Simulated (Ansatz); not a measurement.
Consider the following.

```yaml
crystal:
  lattice:
    - [-1.57410, 1.57410, 1.55927]
    - [1.57410, -1.57410, 1.55927]
    - [1.57410, 1.57410, -1.55927]
  atoms:
    - { symbol: Mo, position: [0.00000, 0.00000, 0.00000] }
```

Computed with PBEsol, DFPT electron-phonon coupling, linearised Boltzmann equation (plane waves, PAW, scalar-relativistic; Ansatz, a program for electronic structure). Condition of this run: biaxial stress xx = yy = -3 GPa (compression positive) (the target of the relaxation). How the cell was made: relaxed with this functional, without spin-orbit coupling, then loaded as said.

Estimate the phonon-limited resistivity at 300 K, by direction if it differs.

5.5 μΩ·cm.

And the electrons' mean free path at that temperature?

12.4 nm, weighted by the current that each state carries. Wires not much wider than this gain resistivity from their walls.

A metal at this level (no band gap). Only scattering by harmonic phonons is included (no impurities, grain boundaries, electron-electron scattering or thermal expansion). Spin-orbit coupling is left out. The squared frequency of the phonon mode least converged on the k mesh is uncertain by about 44 %. The run warned that the eigensolver left some states short of its tolerance. Halving the electron mesh (36x36x36) moves the resistivity by up to 3 % at 300 K, the mean free path by up to 2 %. Smearing 0.20 eV; phonons on a 6x6x6 q mesh, which this run doesn't test.
